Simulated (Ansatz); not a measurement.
Consider CdSe in the zinc blende structure (space group F-43m, No. 216; a = 6.082 Å).

Structures relaxed with PBEsol (Ansatz, a first-principles code, PAW, no spin-orbit coupling), earlier PAW set.

Base:

Simulated powder pattern, Cu Kα1, λ = 1.54056 Å (kinematic, ideal powder, no thermal factors, no anomalous dispersion; the 8 strongest lines at most, above 2 %, up to 2θ = 90°):

```
2θ (°)  I/Imax (%)    hkl
------  ----------  -----
25.34          100  (111)
29.35          3.2  (200)
41.98           74  (220)
49.68           46  (311)
60.87           12  (400)
67.02           18  (331)
76.70           24  (422)
82.31           14  (511)
```

One thing is altered: Zn takes the place of Cd on all its sites; the structure is relaxed again.

After the change:

Simulated powder pattern, Cu Kα1, λ = 1.54056 Å (kinematic, ideal powder, no thermal factors, no anomalous dispersion; the 8 strongest lines at most, above 2 %, up to 2θ = 90°):

```
2θ (°)  I/Imax (%)    hkl
------  ----------  -----
27.40          100  (111)
45.50           73  (220)
53.93           44  (311)
66.31           11  (400)
73.16           17  (331)
84.10           23  (422)
```

The indices refer to each structure's own conventional cell; one index is shown for lines that coincide.

Stability against distortions was not tested.
